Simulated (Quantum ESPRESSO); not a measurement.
## Short convergence ladders for NaI (Fm-3m, 2 atoms in the cell)

```xyz
2
Lattice="-3.2447 0.0000 3.2447 0.0000 3.2447 3.2447 -3.2447 3.2447 0.0000" Properties=species:S:1:pos:R:3 pbc="T T T"
Na     0.0000     0.0000     0.0000
I     -3.2447     3.2447     3.2447
```

Base method: LDA (PZ), GBRV 1.5 ultrasoft (LDA) pseudopotentials (plane waves; Quantum ESPRESSO).

Base settings: ecutwfc = 40 Ry; ecutrho = 200 Ry; occupations = smearing; smearing = fermi-dirac; degauss = 0.000734986 Ry; potentials = {Na: na_lda_v1.5.uspp.F.UPF, I: i_lda_v1.uspp.F.UPF}; K_POINTS = automatic 7 7 7 0 0 0; conv_thr = 1e-10 Ry; mixing_beta = 0.4.

**Zone-centre phonons against the cutoff**

In this ladder: occupations = fixed; smearing = default; degauss = default; nbnd = 12; ph.x.tr2_ph = 1e-14; ph.x.fildyn = dyn.G; ph.x.epsil = true; dynmat.x.fildyn = dyn.G; dynmat.x.asr = crystal. Moved along: ecutrho.

The mesh stays at the base's, so the ladder's end is converged at best in this setting alone.

Frequencies are those of the unrelaxed cell, without the LO-TO term of polar crystals.

Only quantities that move along the ladder and can be compared are tabulated.

```tsv
ecutwfc	highest zone-centre frequency (cm⁻¹)	largest Born charge (mean of the diagonal) (e)
20 Ry	93.6	1.665
24 Ry	95.2	1.423
28 Ry	96.3	1.297
40 Ry	95.5	1.213
60 Ry	93.4	1.212
```

Coarsest ecutwfc that holds the largest Born charge (mean of the diagonal) within 0.02 e of the last step, with all finer ones: 40 Ry; the step before is off by 0.085 e.

Coarsest ecutwfc that holds the highest zone-centre frequency within 1 cm⁻¹: not settled: the last two steps still differ by 2.1 cm⁻¹, over half the tolerance, so the ladder does not show it.

**Zone-centre phonons against the SCF threshold**

In this ladder: occupations = fixed; smearing = default; degauss = default; nbnd = 12; ph.x.tr2_ph = 1e-14; ph.x.fildyn = dyn.G; ph.x.epsil = true; dynmat.x.fildyn = dyn.G; dynmat.x.asr = crystal.

The mesh stays at the base's, so the ladder's end is converged at best in this setting alone.

Frequencies are those of the unrelaxed cell, without the LO-TO term of polar crystals.

Only quantities that move along the ladder and can be compared are tabulated.

```tsv
conv_thr	highest zone-centre frequency (cm⁻¹)
7.3e-05 Ry	106.4
7.3e-07 Ry	107.9
7.3e-09 Ry	94.4
7.3e-11 Ry	95.5
7.3e-13 Ry	95.8
```

Coarsest conv_thr that holds the highest zone-centre frequency within 5 cm⁻¹ of the last step, with all finer ones: 7.3e-09 Ry; the step before is off by 12 cm⁻¹.

Two neighbours can agree and both be off: 7.3e-05 Ry and 7.3e-07 Ry differ by 1.5 cm⁻¹ in the highest zone-centre frequency, yet lie about 12 cm⁻¹ from the last step.

**The dielectric constant against the mesh**

In this ladder: occupations = fixed; smearing = default; degauss = default; nbnd = 12; ph.x.tr2_ph = 1e-14; ph.x.trans = false; ph.x.epsil = true; ph.x.zeu = true.

Only quantities that move along the ladder and can be compared are tabulated.

```csv
K_POINTS,largest Born charge (mean of the diagonal) (e),mean ε∞
automatic 3 3 3 0 0 0,1.440,4.280
automatic 5 5 5 0 0 0,1.228,3.543
automatic 7 7 7 0 0 0,1.213,3.467
automatic 10 10 10 0 0 0,1.211,3.453
automatic 16 16 16 0 0 0,1.210,3.449
```

Coarsest K_POINTS that holds the largest Born charge (mean of the diagonal) within 0.005 e of the last step, with all finer ones: automatic 7 7 7 0 0 0; the step before is off by 0.018 e.

Coarsest K_POINTS that holds the mean ε∞ within 0.01 of the last step, with all finer ones: automatic 10 10 10 0 0 0; the step before is off by 0.019.

On the base run: the starting cell has typed, rounded lattice constants, without a prior relaxation at this level. Its lattice was rescaled by up to half a per cent.
